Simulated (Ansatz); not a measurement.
# Electron-phonon data for ScAg (Pm-3m)

Consider the following.

```
CELL_PARAMETERS angstrom
      3.38374     0.00000     0.00000
      0.00000     3.38374     0.00000
      0.00000     0.00000     3.38389
ATOMIC_POSITIONS crystal
  Sc 0.50000 0.50000 0.50000
  Ag 0.00000 0.00000 0.00000
```

Calculation: PBEsol, DFPT electron-phonon coupling, linearised Boltzmann equation (plane waves, PAW, scalar-relativistic; Ansatz, an electronic-structure program). Cell: relaxed with this functional, without spin-orbit coupling.

- resistivity at 300 K: 21 μΩ·cm
- resistivity at 77 K: 4.1 μΩ·cm
- electron mean free path at 300 K (weighted by the current that each state carries): 5.1 nm
- density of states at the Fermi level: 0.72 states/(eV·spin·cell)
- Hall coefficient at 300 K: 4.8 ×10⁻¹¹ m³/C

A metal at this level (no band gap). Only scattering by harmonic phonons is included (no impurities, grain boundaries, electron-electron scattering or thermal expansion). Spin-orbit coupling is left out. The squared frequency of the phonon mode least converged on the k mesh is uncertain by about 13 %. Halving the electron mesh (24x24x24) moves the resistivity by up to 5 % at 300 K, the mean free path by up to 10 %. Smearing 0.20 eV; phonons on a 4x4x4 q mesh, which this run doesn't test and which matters most at low temperature.

Formula and space group known from diffraction (Crystallography Open Database), not checked to be the room-temperature form: ScAg (Pm-3m).
